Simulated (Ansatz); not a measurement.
A self-consistent single point of Mn₃Si (I4mm, 4 atoms in the cell) with Ansatz (an electronic-structure program).

Level of theory: LDA (PW92), default PAW files made with PBE (plane waves; Ansatz).

The change in words: lattice scaled by 0.98; basis.ecutwfc: 30.9 Ry → 74.2 Ry. Reference geometry:
```
CELL_PARAMETERS angstrom
      0.00000     2.83039     2.83039
      2.83039     0.00000     2.83039
      2.83039     2.83039     0.00000
ATOMIC_POSITIONS crystal
  Mn 0.25000 0.25000 0.25000
  Mn 0.75000 0.75000 0.75000
  Mn 0.50883 0.50883 0.49117
  Si 0.00000 0.00000 0.00000
```
Moments meant for the start (each program seeds them in its own way; μB, in the order of the atoms Mn Mn Mn Si): 4.0 4.0 4.0 0.0.

Reference input (self-consistent single point, DFT, LDA (PW92), plane waves, default PAW files made with PBE): basis.ecutwfc = 30.9 Ry; kpoints.mp_grid.grid = 6 6 6; hamiltonian.xc = lda; hamiltonian.pseudopotentials = {kind: paw} (the program's default PAW files); magnetization.spin_polarized = true; scf.occupations.method = gaussian; scf.occupations.width = 0.0073 Ry. This run's input differs from it in these lines:

Ansatz 0.2 input:
```diff
@@ -3,5 +3,5 @@
   lattice:
-    - [0.000000, 2.830386, 2.830386]
-    - [2.830386, 0.000000, 2.830386]
-    - [2.830386, 2.830386, 0.000000]
+    - [0.000000, 2.773778, 2.773778]
+    - [2.773778, 0.000000, 2.773778]
+    - [2.773778, 2.773778, 0.000000]
   atoms:
@@ -12,3 +12,3 @@
 basis:
-  ecutwfc: 30.9 Ry
+  ecutwfc: 74.2 Ry
 kpoints:
```

Output (repeated stretches shortened):

```
SCF iter   1: F=—  HF=-12139.800864 eV  |F-HF|=—  |Δ(HF+E_count)|=         —  Δρ=3.80e-1 (↑3.80e-1 ↓2.30e-1)  dr2=8.99e0  dr2_m=3.57e1  M=2.173 μB ∫|m|=2.225 μB  β_m=0.30  ethr=3.10e-3  ⟨swp⟩=5.8  Hψ=8177  notcnv=0  defer=1
Mixer restart at iter 1: flushing history
all-band conjugate gradients solve this SCF's bands
preconditioner: auto → Kerker (q_TF=auto, 2.792 Å⁻¹)
   [... lines left out ...]
SCF iter  15: F=—  HF=-12133.897619 eV  |F-HF|=—  |Δ(HF+E_count)|=   1.74e-9  Δρ=1.14e-5 (↑9.41e-6 ↓1.14e-5)  dr2=2.01e-8  dr2_m=3.61e-8  M=1.091 μB ∫|m|=2.901 μB  β_m=0.78  ethr=8.72e-11  ⟨swp⟩=1.5  Hψ=2590  notcnv=0  defer=270
SCF iter  16: F=-12133.897619 eV  HF=-12133.897619 eV  |F-HF|=2.06e-8  |Δ(HF+E_count)|=   9.15e-9  Δρ=4.47e-6 (↑2.81e-6 ↓4.47e-6)  dr2=2.25e-8  dr2_m=4.90e-10  M=1.091 μB ∫|m|=2.901 μB  ethr=4.11e-11  ⟨swp⟩=7.1  Hψ=8235  notcnv=0
SCF 1 converged in 16 iterations: F = -12133.897619 eV  dr2 = 2.25e-8
WARN: the starting moments were not kept: 2 of 3 ended reversed and 1 kept their direction, counting a site from 0.1 μB …
Magnetization: 1.0912 μB (25.0456 up, 23.9544 down)
   [... lines left out ...]
Absolute magnetization: 2.9007 μB (∫|ρ↑−ρ↓|, with the PAW one-centre terms)
Free energy (F): -12133.897619 eV
Fermi energy:    18.776811 eV
   [... lines left out ...]
  atom   4  Si     0.00000000    -0.00000000     0.09107060
--- Stress (GPa, compression-positive) ---
       -6.542530       0.000000      -0.000000
        0.000000      -6.542530       0.000000
       -0.000000       0.000000      -6.543744
  P = ⅓ Tr σ = -6.5429 GPa (-65.429 kbar)
  The stress holds the Pulay correction. Without it, at fixed plane waves, as pw.x and ABINIT print it: P = -6.5442 GPa
```

The run converged in 16 iterations. Against the reference run the free energy falls by 54.8 meV/atom, the pressure goes from -18.35 to -6.54 GPa, the largest force goes from 0.239 to 0.290 eV/Å and the size of the net moment moves little (0.26 to 0.27 μB/atom).

The starting cell comes from a database of computed structures (which also holds hypothetical and non-ambient phases and stackings), without a prior relaxation at this level. Its lattice was rescaled by up to half a per cent. One atom was moved a little off its site on purpose. For this run, on top of that: lattice scaled by 0.98. The magnetic order is the one reached from the typed start; others were not searched systematically. The program warned that a starting moment was not kept. Ansatz's pressure includes its estimate of the finite-basis (Pulay) stress.

Cost on one core of a shared machine: roughly 60 s.
